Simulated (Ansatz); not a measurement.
A (14,14) carbon nanotube, relaxed period 2.466 Å, atoms relaxed at each strain.

```csv
strain,energy (meV a period),axial force (nN)
-0.015,+358.8,-31.51
+0.015,+341.2,+29.22
```

Computed with PBE (plane waves to 420 eV, PAW; Ansatz, a quantum-chemistry and plane-wave program). Mesh 1×1×30. No spin polarisation. Isolated but for its images some 11 Å away. An idealised model, rolled from the flat sheet. It keeps the symmetry and period of its start, so it need not be a minimum against all distortions. Buckling under compression is shut out by symmetry and the short period. Energies are free energies at a Fermi–Dirac width of 0.05 eV, from the unstrained cell.

Mean diameter 19.06 Å.

Problem. Work out the axial stiffness dF/dε in two ways, and what it means for a modulus.

Solution. From the forces: (+29.22 − (-31.51))/0.030 = 2024 nN. From the energies: (E₊ + E₋)/(ε² c) = 0.7000 eV/(0.015² × 2.466 Å) = 1261.6 eV/Å = 2021 nN. The two agree to within 1 %. Spread over the circumference π × 19.06 Å, the force value is a sheet stiffness of 338 N/m.
